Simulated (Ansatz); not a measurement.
Partial pair distribution functions of a relaxed model of amorphous C₄₄W₁₂, broadened by 0.06 Å; density 6.47 g/cm³. Method: PBE, scalar-relativistic without spin-orbit coupling (plane waves to 420 eV, PAW; Ansatz, a quantum-chemistry and plane-wave program).

The cell was made by melting and quenching with the CHGNet potential and then relaxed with DFT. The hot cell started wider than the set density and was brought back towards it in steps. It is the lowest in DFT energy of 2 quenches. It is a model cell: composition and starting density were chosen by hand, and all elements were melted together. No dispersion term was used. Its density started from a set value of 6.30 and ended at 6.47 g/cm³. The quench (nominally 990 K/ps over its main leg) was far faster than any real one, so the model tends to hold more defects than a real film. Values belong to this one cell and scatter from quench to quench. The volume was free in the relaxation, at fixed shape. Stress components on the final sampling reach 1.8 GPa. On a 2×2×2 Γ-centred mesh force components of up to 0.29 eV/Å stay, since the relaxation ran on one k-point at (1/4, 1/4, 1/4).

```tsv
r (Å)	g C-C	g C-W	g W-W
1.10	0.00	0.00	0.00
1.20	0.16	0.00	0.00
1.30	2.31	0.00	0.00
1.40	6.35	0.00	0.00
1.50	3.30	0.00	0.00
1.60	0.31	0.00	0.00
1.70	0.00	0.00	0.00
1.80	0.00	0.04	0.00
1.90	0.00	0.68	0.00
2.00	0.00	2.14	0.00
2.10	0.02	4.15	0.00
2.20	0.09	5.21	0.00
2.30	0.19	3.17	0.00
2.40	0.55	1.44	0.00
2.50	1.31	0.60	0.03
2.60	1.47	0.24	0.62
2.70	0.98	0.42	1.65
2.80	0.48	0.54	4.71
2.90	0.61	0.49	5.18
3.00	0.81	0.40	2.67
3.10	0.88	0.76	2.03
3.20	0.95	1.37	1.04
3.30	0.96	1.76	0.92
3.40	1.13	1.28	0.15
3.50	1.22	0.63	0.01
3.60	1.16	0.58	0.30
3.70	1.23	0.74	1.39
3.80	1.31	0.60	0.89
3.90	1.16	0.61	0.71
4.00	1.05	0.72	0.79
4.10	1.07	0.99	0.43
4.20	0.96	0.94	0.67
4.30	1.02	1.05	1.19
4.40	1.18	1.20	0.97
```

Within 1.70 Å each C has 1.95 C neighbours on average.
